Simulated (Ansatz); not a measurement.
## A computed series for hypothetical cubic perovskite TlCdBr3: response to strain

Consider TlCdBr₃ in the cubic perovskite structure (space group Pm-3m, No. 221; a = 5.534 Å; a hypothetical phase, not in the database extracts checked). Axes: x, y, z lie along the cube axes.

Strains are applied to the cell and any free atomic positions relax; under stress the whole cell relaxes.

Computed with PBE (Ansatz, a program for electronic structure), spin-orbit coupling left out.

Notes on the quantities. energy relative to the base: free energy F.

```json
[
 {"change": "base", "smallest direct gap": "1.38 eV", "electron mass": "0.16 mₑ (at Γ)", "band gap": "0.81 eV", "energy relative to the base": "0 meV/atom"},
 {"change": "isotropic strain −5.56 %", "smallest direct gap": "2.07 eV", "electron mass": "0.18 mₑ (at Γ)", "band gap": "0.97 eV", "energy relative to the base": "+95 meV/atom"},
 {"change": "uniaxial strain ε_xx = −0.60 %", "smallest direct gap": "1.40 eV", "electron mass": "0.16 mₑ (at Γ)", "band gap": "0.82 eV", "energy relative to the base": "+0.2 meV/atom"},
 {"change": "uniaxial strain ε_yy = +0.71 %", "smallest direct gap": "1.35 eV", "electron mass": "0.16 mₑ (at Γ)", "band gap": "0.79 eV", "energy relative to the base": "+0.2 meV/atom"},
 {"change": "uniaxial strain ε_yy = +1.99 %", "smallest direct gap": "1.29 eV", "electron mass": "0.16 mₑ (at Γ)", "band gap": "0.74 eV", "energy relative to the base": "+1.8 meV/atom"},
 {"change": "uniaxial strain ε_yy = +4.40 %", "smallest direct gap": "1.19 eV", "electron mass": "0.16 mₑ (at Γ)", "band gap": "0.66 eV", "energy relative to the base": "+8.0 meV/atom"},
 {"change": "uniaxial strain ε_zz = +2.25 %", "smallest direct gap": "1.28 eV", "electron mass": "0.16 mₑ (at Γ)", "band gap": "0.73 eV", "energy relative to the base": "+2.3 meV/atom"},
 {"change": "tensor shear ε_xz = +0.95 %", "smallest direct gap": "1.33 eV", "electron mass": "0.16 mₑ (at Γ)", "band gap": "0.78 eV", "energy relative to the base": "+0.3 meV/atom"},
 {"change": "uniaxial stress, 3 GPa compression along x", "smallest direct gap": "1.46 eV", "electron mass": "0.17 mₑ (at Γ)", "band gap": "0.74 eV", "energy relative to the base": "+17 meV/atom"}
]
```

Spin-orbit coupling, missing from the scalar runs, can matter with Tl. Masses are band curvatures over ±0.01 Å⁻¹ around the edge. Beyond what the load breaks, stability against distortions was not tested. Many cubic perovskites are stable only at high temperature; tilts and polar distortions were not tested.
